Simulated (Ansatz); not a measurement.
Short convergence ladders for SnO (P4/nmm, 4 atoms in the cell)

```
SnO
1.0
    3.78100     0.00000     0.00000
    0.00000     3.78100     0.00000
    0.00000     0.00000     4.81580
Sn O
2 2
Direct
  0.50000   0.00000   0.76200
  0.00000   0.50000   0.23800
  0.50000   0.50000   0.00000
  0.00000   0.00000   0.00000
```

Base method: PBEsol, PAW files made with PBE (plane waves; Ansatz, a first-principles code).

Base settings: basis.ecutwfc = 420 eV; kpoints.mp_grid.grid = 7 7 5; hamiltonian.xc = pbesol; hamiltonian.pseudopotentials = {kind: paw} (the program's default PAW files); scf.occupations.method = fermi_dirac; scf.occupations.width = 0.02 eV.

Core times come from one kind of shared machine, to one figure; runs under 30 s give none.

**Zone-centre phonons against the cutoff**

In this ladder: scf.occupations.method = fixed; scf.occupations.width = default; phonons.method = dfpt; phonons.dielectric = true; phonons.rigid_motions = translations.

The mesh stays at the base's, so the ladder's end is converged at best in this setting alone.

Frequencies are those of the unrelaxed cell, without the LO-TO term of polar crystals.

Only quantities that move along the ladder and can be compared are tabulated.

ε∞ and Born charges come from denser meshes that the program picks itself.

| basis.ecutwfc | highest zone-centre frequency (cm⁻¹) | lowest optical frequency (cm⁻¹) | largest Born charge (mean of the diagonal) (e) | mean ε∞ | core time / last (rough) |
|---|---|---|---|---|---|
| 210 eV | 526.0 | 130.0 | 3.092 | 8.192 | 0.4 |
| 250 eV | 510.0 | 113.4 | 3.098 | 8.183 | 0.7 |
| 295 eV | 467.1 | 113.7 | 3.064 | 8.157 | 0.6 |
| 420 eV | 470.4 | 116.3 | 3.073 | 8.146 | 0.7 |
| 630 eV | 470.6 | 116.3 | 3.073 | 8.145 | 1 |

Coarsest basis.ecutwfc that holds the largest Born charge (mean of the diagonal) within 0.01 e of the last step, with all finer ones: 295 eV; the step before is off by 0.025 e.

Coarsest basis.ecutwfc that holds the mean ε∞ within 0.01 of the last step, with all finer ones: 420 eV; the step before is off by 0.011.

Coarsest basis.ecutwfc that holds the lowest optical frequency within 10 cm⁻¹ of the last step, with all finer ones: 250 eV; the step before is off by 14 cm⁻¹.

**The dielectric constant against shifted meshes**

In this ladder: scf.occupations.method = fixed; scf.occupations.width = default; kpoints.mp_grid.shift = 0.5 0.5 0.5; dielectric = true; dielectric.field_mesh = kpoints.

Only quantities that move along the ladder and can be compared are tabulated.

| kpoints.mp_grid.grid | largest Born charge (mean of the diagonal) (e) | mean ε∞ | core time / last (rough) |
|---|---|---|---|
| 4 4 3 | 3.087 | 7.795 | – |
| 6 6 4 | 3.075 | 8.052 | 0.05 |
| 8 8 7 | 3.073 | 8.128 | 0.2 |
| 16 16 13 | 3.073 | 8.148 | 1 |

Coarsest kpoints.mp_grid.grid that holds the largest Born charge (mean of the diagonal) within 0.005 e of the last step, with all finer ones: 6 6 4, at about 0.05 of the last step's time; the step before is off by 0.014 e.

Coarsest kpoints.mp_grid.grid that holds the mean ε∞ within 0.05 of the last step, with all finer ones: 8 8 7, at about 0.2 of the last step's time; the step before is off by 0.097.

On the base run: the starting cell has typed, rounded lattice constants, without a prior relaxation at this level. Its lattice was rescaled by up to half a per cent.

Left out of this page: 1 run of the series failed or unconverged.

Keys are those of Ansatz 0.2.
